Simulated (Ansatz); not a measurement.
Here is the system:

```
CELL_PARAMETERS angstrom
      0.00000     2.74117     2.74117
      2.74117     0.00000     2.74117
      2.74117     2.74117     0.00000
ATOMIC_POSITIONS crystal
  As 0.75000 0.75000 0.75000
  Ga 0.00000 0.00000 0.00000
```

No spin polarisation.

The values are results of plane-wave PAW DFT at the r2SCAN level (Ansatz, a program for electronic structure, 500 eV), no spin-orbit coupling, not measurements. Γ-centred 10×10×10 mesh, Fermi–Dirac width 0.05 eV.

Task: Predict the electron mass, band gap, smallest direct gap and gap character.

Result: The electron mass comes out as 1.3 mₑ along k, 0.21 mₑ across (off the special points) and the band gap comes out as 1.56 eV. The smallest direct gap comes out as 1.78 eV and the gap character comes out as indirect, Γ → Γ–X (87 % along).

Load acts through the strain it causes; cell and atoms are relaxed under it. Masses are band curvatures over ±0.01 Å⁻¹ around the edge. Along k means along the line from Γ to the band edge. Stability against distortions was not tested. Tetrahedral semiconductors of this kind turn to denser phases somewhere between about 1 and 50 GPa; those were not computed, so compressed cells here can lie past the real transition. The cell was made from GaAs in the zinc blende structure (space group F-43m, No. 216) by this change: pressure 9 GPa.
